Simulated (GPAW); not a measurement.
GPAW run on ZnO (P6_3mc, 4 atoms in the cell): self-consistent single point.

Level of theory: PBE+U, GPAW PAW datasets PBE (gpaw-data 1.0.1) (plane waves; GPAW).

```
CELL_PARAMETERS angstrom
      3.23735     0.00000     0.00000
     -1.61868     2.80363     0.00000
      0.00000     0.00000     5.22206
ATOMIC_POSITIONS crystal
  Zn 0.66667 0.33333 0.50059
  Zn 0.33333 0.66667 0.00059
  O  0.66667 0.33333 0.87972
  O  0.33333 0.66667 0.37972
```

Reference input (self-consistent single point, DFT PBE, plane waves, GPAW PAW datasets PBE (gpaw-data 1.0.1)): mode = pw; ecut = 900 eV; xc = PBE; kpts = 6 6 4; mesh shift (steps) = 0 0 0; occupations.name = fermi-dirac; occupations.width = 0.01 eV; nbands = -4; convergence.bands = -2; symmetry.symmorphic = false; symmetry.tolerance = 0.0005; maxiter = 120. This run's input differs from it in these lines:

```diff
@@ -16,2 +16,3 @@
             xc='PBE',
+            setups={'Zn': ':d,1.0'},
             kpts={'size': (6, 6, 4), 'gamma': True},
```

The program printed (abridged):

```
     iter     time        total  log10-change:
                         energy   eigst   dens
iter:   1 --:--:--   -21.350114   +0.99
iter:   2 --:--:--   -20.664637   +0.29  -0.98
iter:   3 --:--:--   -18.583456   +0.06  -1.04
iter:   4 --:--:--   -18.580008   -0.29  -1.39
iter:   5 --:--:--   -18.671242   -1.57  -1.49
iter:   6 --:--:--   -18.596843   -1.90  -2.07
iter:   7 --:--:--   -18.610455   -2.95  -2.62
iter:   8 --:--:--   -18.585838   -2.19  -2.51
iter:   9 --:--:--   -18.589379   -2.94  -2.69
iter:  10 --:--:--   -18.585782c  -2.97  -2.67
iter:  11 --:--:--   -18.586058c  -3.54  -2.97
   [... lines left out ...]
iter:  17 --:--:--   -18.585302c  -6.00  -4.13c
iter:  18 --:--:--   -18.585335c  -4.76  -4.21c
iter:  19 --:--:--   -18.585306c  -6.12  -3.89
iter:  20 --:--:--   -18.585315c  -6.70  -4.04c
iter:  21 --:--:--   -18.585292c  -5.35  -4.00
iter:  22 --:--:--   -18.585292c  -6.74  -4.41c
iter:  23 --:--:--   -18.585292c  -7.21  -4.41c
iter:  24 --:--:--   -18.585292c  -6.96  -4.42c
iter:  25 --:--:--   -18.585292c  -6.69  -4.51c
iter:  26 --:--:--   -18.585298c  -6.16  -4.54c
iter:  27 --:--:--   -18.585292c  -5.95  -4.36c
iter:  28 --:--:--   -18.585292c  -7.35  -4.92c
iter:  29 --:--:--   -18.585292c  -7.83c -4.92c
Converged after 29 iterations.

Dipole moment: (-0.000000, 0.000000, 1.297574) |e|*Ang

Energy contributions relative to reference atoms: (reference = -101804.357908)

Kinetic:        +46.680743
Potential:      -40.915101
External:        +0.000000
XC:             -24.778046
Entropy (-ST):   -0.000000
Local:           +0.427113
SIC:             +0.000000
--------------------------
Free energy:    -18.585292
Extrapolated:   -18.585292

Showing only first 2 kpts
 Kpt  Band  Eigenvalues  Occupancy
  0    16      3.86133    2.00000
  0    17      3.86133    2.00000
  0    18      4.77657    0.00000
  0    19      9.23238    0.00000

  1    16      3.74880    2.00000
  1    17      3.74880    2.00000
  1    18      5.90096    0.00000
  1    19      8.70778    0.00000

Fermi level: 4.08844

Gap: 0.915 eV
Transition (v -> c):
   [... lines left out ...]
Energy (eV): -18.585292

Forces in eV/Ang:
  0 Zn   -0.00000    0.00000   -0.00345
  1 Zn   -0.00000    0.00000   -0.00345
  2 O     0.00000    0.00000    0.00319
  3 O    -0.00000    0.00000    0.00319

Stress tensor:
    -0.033090     0.000000     0.000000
     0.000000    -0.033090    -0.000000
     0.000000    -0.000000    -0.032828
Stress (GPa, Voigt): [-5.3015 -5.3015 -5.2596 -0.      0.      0.    ]
```

The run converged in 29 iterations. GPAW prints stress with tension positive. Against the reference run the largest force moves little (0.001 to 0.003 eV/Å) and the gap on the mesh goes from 0.791 to 0.915 eV.

At such cutoffs GPAW's stress carries a finite-basis (Pulay) error, which enters relaxed cells too; its log prints stress with tension positive.

The starting cell comes from a database of computed structures (which also holds hypothetical and non-ambient phases and stackings), without a prior relaxation at this level. Spin polarisation is off. The U value is a test value.

Cost on one core of a shared machine: roughly 40 s.
